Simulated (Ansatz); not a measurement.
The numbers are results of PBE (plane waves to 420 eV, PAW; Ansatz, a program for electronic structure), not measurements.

Electrostatic potential energy of an electron, averaged over planes parallel to the surface, in eV from the Fermi level, for a constructed model of the (100) surface of fcc Pd, a pseudomorphic layer of Ti in the host's stacking (bottom of the slab: a bare face, its two planes held):

```
z (Å)  V (eV)
-----  ------
3.86     5.07
4.16     5.07
4.45     5.07
4.75     5.07
5.05     5.06
5.34     5.05
5.64     5.01
5.94     4.94
6.23     4.79
6.53     4.45
6.83     3.67
7.12     1.83
7.42    -3.13
7.72    -9.72
8.02   -14.37
8.31   -13.37
8.61    -7.89
8.91    -2.20
9.20    -1.13
9.50    -6.08
9.80   -12.04
10.09  -14.86
10.39  -11.94
10.69   -6.02
10.98   -1.30
11.28   -2.74
11.58   -8.53
11.88  -13.77
12.17  -14.43
12.47   -9.84
12.77   -3.81
13.06   -0.87
13.36   -4.50
13.66  -10.55
13.95  -14.67
14.25  -13.24
14.55   -7.68
14.84   -2.07
15.14   -1.34
15.44   -6.38
15.73  -12.27
16.03  -14.88
16.33  -11.65
16.62   -5.62
16.92   -0.84
17.22   -1.60
17.52   -7.19
17.81  -13.07
18.11  -15.38
18.41  -12.10
18.70   -6.72
19.00   -3.73
19.30   -6.73
19.59  -10.55
19.89  -12.20
20.19  -11.04
20.48   -7.21
20.78   -2.24
21.08    0.82
21.38    2.41
21.67    3.32
21.97    3.82
22.27    4.08
22.56    4.23
22.86    4.30
23.16    4.34
23.45    4.36
23.75    4.37
24.05    4.37
24.34    4.37
```

Slab: 7 atoms, 12.3 Å thick at the start; k 13x13x1, smearing 0.1 eV, dipole-corrected; 2 atoms held, the rest relaxed; held to the start's symmetry, so lower structures may exist; no spin, no spin-orbit, no U. It is one candidate, not shown to be the stable structure of the face.

The surface cell has an area of 7.78 Å². What dipole along the normal does the step between the two vacuum levels imply?

the top vacuum level lies 0.70 eV below the bottom one; p = −ε₀ A ΔV (ε₀ = 0.005526 e/(V·Å)) gives 0.03 e·Å a cell.
